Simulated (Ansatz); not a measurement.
# Lattice thermal conductivity of diamond Ge

Method: the linearised phonon Boltzmann equation (three-phonon plus isotope scattering); Ansatz (an electronic-structure program), r2SCAN functional, plane-wave PAW; third-order constants from a 54-atom supercell out to 5.2 Å, harmonic mesh 6×6×6, k mesh 6×6×6, scattering mesh 15×15×15. Unless called populations, κ holds the coherence term between modes besides the Boltzmann populations.

```json
[
 {"T (K)": "100", "κ (W/m/K)": "180", "κ, relaxation time": "170", "coherences (mean)": "0.030"},
 {"T (K)": "150", "κ (W/m/K)": "110", "κ, relaxation time": "110", "coherences (mean)": "0.051"},
 {"T (K)": "200", "κ (W/m/K)": "83", "κ, relaxation time": "80", "coherences (mean)": "0.062"},
 {"T (K)": "250", "κ (W/m/K)": "67", "κ, relaxation time": "64", "coherences (mean)": "0.069"},
 {"T (K)": "300", "κ (W/m/K)": "57", "κ, relaxation time": "54", "coherences (mean)": "0.073"},
 {"T (K)": "400", "κ (W/m/K)": "43", "κ, relaxation time": "41", "coherences (mean)": "0.080"},
 {"T (K)": "500", "κ (W/m/K)": "35", "κ, relaxation time": "33", "coherences (mean)": "0.085"},
 {"T (K)": "600", "κ (W/m/K)": "30", "κ, relaxation time": "28", "coherences (mean)": "0.089"},
 {"T (K)": "800", "κ (W/m/K)": "23", "κ, relaxation time": "21", "coherences (mean)": "0.097"}
]
```

```
Quantity                            Result
---------------------------------  -------
highest phonon frequency           9.0 THz
exponent n of κ ∝ T⁻ⁿ above 300 K     0.92
```

Computed at 300 K against measurement: lattice thermal conductivity 56.7 computed, 58 measured W/(m K) (-2 %; Plata, Jose J., Usanmaz, Demet, Nath, Pinku et al., arXiv (Cornell University) (2016), arXiv:1611.05481).  

Supercell, cutoff and meshes were set by a common rule and not converged for this crystal in particular.

Whether this phase is the stable one at each condition was not tested.

The PAW data sets were generated under PBE and serve the other functionals too.
